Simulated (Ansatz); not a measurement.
# What pressure 4.5 GPa does to Ta2N

Take Ta$_{2}$N in the anti-CdI2 type structure (space group P-3m1, No. 164; a = 3.0667 Å, c = 4.8845 Å) as the base.

One thing is altered: cell and atoms relaxed at a pressure of 4.5 GPa.

Calculations: r2SCAN+rVV10 (Ansatz, a quantum-chemistry and plane-wave program, PAW, without spin-orbit coupling). Settings: 17×17×10 k-points, 0.05 eV Fermi–Dirac smearing.

```json
{
  "volume_per_atom": "13.07 Å³ (base 13.26 Å³)",
  "density": "15.92 g/cm³ (base 15.69 g/cm³)",
  "lattice_parameter_a": "3.050 Å (base 3.067 Å)",
  "c/a ratio": "1.595 (base 1.593)",
  "shortest_interatomic_distance": "2.162 Å (base 2.171 Å)",
  "band_gap": "zero (base zero)"
}
```

Final structure:

```xyz
3
Lattice="3.0503 0.0000 0.0000 -1.5251 2.6416 0.0000 0.0000 0.0000 4.8653" Properties=species:S:1:pos:R:3 pbc="T T T"
N      0.0000     0.0000     0.0000
Ta     0.0000     1.7611     1.2537
Ta     1.5251     0.8805     3.6117
```

Load acts through the strain it causes; cell and atoms are relaxed under it. Whether these cells are dynamically stable was not tested. All final runs are without spin polarisation. An odd electron count without spin: Ta2N.
